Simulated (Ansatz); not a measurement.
# C in the graphite type structure (space group P6_3/mmc, No. 194; layered, stacked along the Cartesian z axis)

```cif
data_C4
_chemical_formula_sum 'C4'
_space_group_name_H-M_alt 'P 1'
_space_group_IT_number 1
_cell_length_a 2.45537
_cell_length_b 2.45537
_cell_length_c 6.67102
_cell_angle_alpha 90.000
_cell_angle_beta 90.000
_cell_angle_gamma 120.000
loop_
_space_group_symop_operation_xyz
  'x, y, z'
loop_
_atom_site_label
_atom_site_type_symbol
_atom_site_fract_x
_atom_site_fract_y
_atom_site_fract_z
_atom_site_occupancy
C1 C 0.00000 0.00000 0.25000 1
C2 C 0.00000 0.00000 0.75000 1
C3 C 0.33333 0.66667 0.25000 1
C4 C 0.66667 0.33333 0.75000 1
```

All numbers come from Kohn–Sham DFT with the r2SCAN+rVV10 functional, run in Ansatz (a first-principles code) with PAW and 500 eV plane waves, spin-orbit coupling left out. k-mesh 15×15×5 (Γ-centred); smearing 0.05 eV (Fermi–Dirac).

```yaml
volume_per_atom: 8.71 Å³
density: 2.29 g/cm³
band_gap: zero
total_energy: -251.497 eV/atom (σ→0; compares only within this code and set-up)
```

Stability against distortions was not tested.
